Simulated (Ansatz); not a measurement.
System: WMo3 (model structure, started from the A15 type, Pm-3n, No. 223, 8 atoms in the cell). Method: PBE in Ansatz (plane waves, PAW).

Numerical settings: plane-wave cutoff 520 eV, 12×12×12 k mesh, Fermi–Dirac smearing 0.05 eV, no spin polarisation, scalar-relativistic PAW data made under PBE.

Cell (relaxed at this level):

```cif
data_Mo6W2
_chemical_formula_sum 'Mo6 W2'
_space_group_name_H-M_alt 'P 1'
_space_group_IT_number 1
_cell_length_a 5.05331
_cell_length_b 5.05331
_cell_length_c 5.05331
_cell_angle_alpha 90.000
_cell_angle_beta 90.000
_cell_angle_gamma 90.000
loop_
_space_group_symop_operation_xyz
  'x, y, z'
loop_
_atom_site_label
_atom_site_type_symbol
_atom_site_fract_x
_atom_site_fract_y
_atom_site_fract_z
_atom_site_occupancy
Mo1 Mo 0.25000 0.00000 0.50000 1
Mo2 Mo 0.75000 0.00000 0.50000 1
Mo3 Mo 0.00000 0.50000 0.25000 1
Mo4 Mo 0.00000 0.50000 0.75000 1
Mo5 Mo 0.50000 0.25000 0.00000 1
Mo6 Mo 0.50000 0.75000 0.00000 1
W1 W 0.00000 0.00000 0.00000 1
W2 W 0.50000 0.50000 0.50000 1
```

Question: Give the computed bulk modulus B0.

Answer: 
bulk modulus B0: 264 GPa

Note: the run has no spin polarisation, so it can have missed a magnetic state; the bulk modulus is −V dP/dV from two relaxed cells at ±2 % in volume; the relaxation could raise the start's symmetry but not lower it, so the cell can be a saddle point.

Spin–orbit coupling is not included.

The result took around 5 core-minutes (rough).

A model structure was made by putting elements into a prototype or built by hand; it is no filed structure, need not be a known phase, and can be a saddle point held by its symmetry.

Ansatz is a quantum-chemistry and plane-wave program.
